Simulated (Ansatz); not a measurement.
# Convergence test for Mg₆MoW (Amm2, 8 atoms in the cell)

```
CELL_PARAMETERS angstrom
      4.96859     0.00000     0.00000
      0.00000     2.89580     5.49643
      0.00000    -2.89580     5.49643
ATOMIC_POSITIONS crystal
  Mg 0.50000 0.67319 0.17309
  Mg 0.50000 0.17309 0.67319
  Mg 0.00000 0.83629 0.33687
  Mg 0.00000 0.33687 0.83629
  Mg 0.00000 0.31686 0.31686
  Mg 0.00000 0.81684 0.81684
  Mo 0.50000 0.17376 0.17376
  W  0.50000 0.67309 0.67309
```

Computed with PBEsol, default PAW files made with PBE (plane waves; Ansatz, a first-principles code).

The starting cell comes from a database of computed structures (which also holds hypothetical and non-ambient phases and stackings), without a prior relaxation at this level. Its lattice was rescaled by a random factor within 2.5 % of one. Spin polarisation is off. In the base run, with a pressure of about -5 GPa the cell is away from its equilibrium volume at this level. Ansatz's pressure includes its estimate of the finite-basis (Pulay) stress. Without a gap this mesh is coarse (it stands for a supercell whose shortest vector is 17 Å).

Held fixed: kpoints.mp_grid.grid = 4 3 3; hamiltonian.xc = pbesol; hamiltonian.pseudopotentials = {kind: paw} (the program's default PAW files); scf.occupations.method = gaussian; scf.occupations.width = 0.1 eV.

ΔF is the free energy per atom less that of the last row (840 eV).

The first pressure column holds Ansatz's estimate of the finite-basis (Pulay) stress, which hides part of the cutoff error; the other is without it.

```csv
basis.ecutwfc,ΔF (meV/atom),pressure (GPa),largest force (eV/Å),pressure at a fixed set of plane waves (GPa),plane waves,iterations
170 eV,7496.0,-4.48,0.202,-275.91,807,9
210 eV,1516.8,-4.62,0.153,-73.71,1089,8
250 eV,287.5,-4.61,0.118,-21.42,1409,8
295 eV,?,-4.69,0.131,-7.53,1823,8
335 eV,?,-4.70,0.132,-5.12,2191,7
380 eV,0.60,-4.71,0.132,-4.74,2659,7
420 eV,0.35,-4.71,0.132,-4.72,3123,7
485 eV,0.15,-4.71,0.132,-4.71,3837,8
545 eV,0.08,-4.71,0.132,-4.71,4561,7
630 eV,0.05,-4.71,0.132,-4.71,5693,7
735 eV,0.02,-4.71,0.132,-4.71,7169,8
840 eV,0.00,-4.71,0.132,-4.71,8727,7
```

Q: Some entries are withheld; supply them.

A: 
- 295 eV, ΔF (meV/atom): 35.8
- 335 eV, ΔF (meV/atom): 4.2

Keys are those of Ansatz 0.2.
